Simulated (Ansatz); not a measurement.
## CdSe under a change: uniaxial stress, 2 GPa compression along z

The reference is CdSe in the wurtzite structure (space group P6_3mc, No. 186; a = 4.383 Å, c = 7.155 Å). Axes: x lies along a and z along c of the hexagonal cell.

Modification: uniaxial stress, 2 GPa compression along z; all other stress components relax to zero.

Computed with PBE/PAW in Ansatz (a program for electronic structure), no spin-orbit coupling, earlier PAW set. k-mesh 9×9×5 (Γ-centred); smearing 0.05 eV (Fermi–Dirac).

The volume per atom shrinks by 0.45 Å³ to 29.31 Å³ and the shortest interatomic distance decreases by 0.018 Å (2.682 Å → 2.664 Å). The energy grows by 7.5 meV/atom and the band gap shrinks by 0.02 eV, from 0.54 eV to 0.52 eV. The gap character is still direct at Γ and the width of the top valence band rises by 0.085 eV to 1.64 eV. The electron mass goes from 0.057 mₑ (at Γ) to 0.054 mₑ along z, 0.063 mₑ across (at Γ) and the hole mass is 0.054 mₑ along z, 2.8 mₑ across (at Γ). The valence-band top at Γ (three highest levels, from the VBM) changes from 0.00, 0.00, -0.04 eV to 0.00, -0.12, -0.12 eV and the strain response (xx, yy, zz) comes out as (+1.21, +1.21, −3.85) %. The secant Young's modulus along z is 52 GPa and the mean lateral Poisson ratio amounts to 0.31.

Final structure:

```yaml
crystal:
  lattice:
    - [4.43587, 0.00000, 0.00000]
    - [-2.21794, 3.84158, 0.00000]
    - [0.00000, 0.00000, 6.87886]
  atoms:
    - { symbol: Cd, position: [0.66667, 0.33333, 0.00622] }
    - { symbol: Cd, position: [0.33333, 0.66667, 0.50622] }
    - { symbol: Se, position: [0.66667, 0.33333, 0.61898] }
    - { symbol: Se, position: [0.33333, 0.66667, 0.11898] }
```

Effective masses come from finite differences of ±0.01 Å⁻¹. Stability under load was not tested beyond the relaxation.
